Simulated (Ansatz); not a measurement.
Start from SiO₂ in the rutile structure (space group P4_2/mnm, No. 136; a = 4.195 Å, c = 2.678 Å). Axes: x, y, z lie along a, b, c of the conventional cell.

Level of theory: PBEsol, PAW, 420 eV (Ansatz, a first-principles code; without spin-orbit coupling).

Base values:

The shortest interatomic distance is 1.766 Å and the gap character comes out as direct at Γ. The band gap comes out as 5.35 eV.

Now apply this change: the cell is compressed by 1.80 % along z with no lateral relaxation, atoms relaxed at fixed cell.

Problem. Predict the new shortest interatomic distance, gap character and band gap.

Solution. The shortest interatomic distance drops by 0.018 Å to 1.748 Å; the gap character remains direct at Γ; the band gap goes up by 0.382 eV to 5.74 eV.

The cells carry an imposed strain or load. No phonon test of stability was made.
